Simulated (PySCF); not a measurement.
PySCF 2.14.0, BP86/def2-svpd, df: Ca(Br)(OH)(NH3)2 ([NH3]->[Ca](<-[NH3])([OH])[Br]), 12 atoms. The geometry is a generated start, not checked to be a minimum at this level.

```json
{
 "task": "energy",
 "method": "bp86",
 "basis": "def2-svpd",
 "two_electron_scheme": "density fitting",
 "mol.max_memory": "3000 MB",
 "mf.max_cycle": "100",
 "mf.init_guess": "minao (default)",
 "mf.DIIS": "CDIIS (default)",
 "mf.diis_space": "8 (default)",
 "mf.conv_tol": "1e-09 (default)",
 "mf.grids.level": "3 (default)",
 "basis_functions": "187",
 "grid_points": "151392"
}
```

```xyz
12

Ca    -0.0458     0.2076     0.5528
Br    -1.1461     1.9678    -0.9689
O     -1.1146    -0.5915     1.9023
H     -1.1229    -0.9772     2.7752
N      2.0976     1.3472    -0.1436
H      3.0880     1.1556    -0.0072
H      1.9324     2.3190     0.1159
H      1.9035     1.2967    -1.1418
N     -1.1471    -1.5629    -0.7600
H     -1.6366    -1.5195     0.1405
H     -1.0628    -2.5417    -1.0203
H     -1.7454    -1.1011    -1.4451
```

One run each on 2 threads, 1 BLAS thread. Values of level_shift (Hartree) tried: 0 (default), 0.1, 0.3, 1.

Problem. Which value of level_shift (Hartree) needs the fewest Fock builds, and what happens away from it?

Solution. Fewest Fock builds, within one of each other: 0 (default) with 15, 0.1 with 14. The count rises to 48 at 1. All converge to one solution.

```csv
level_shift (Hartree),Fock builds,end
0 (default),15,same solution
0.1,14,same solution
0.3,20,same solution
1,48,same solution
```
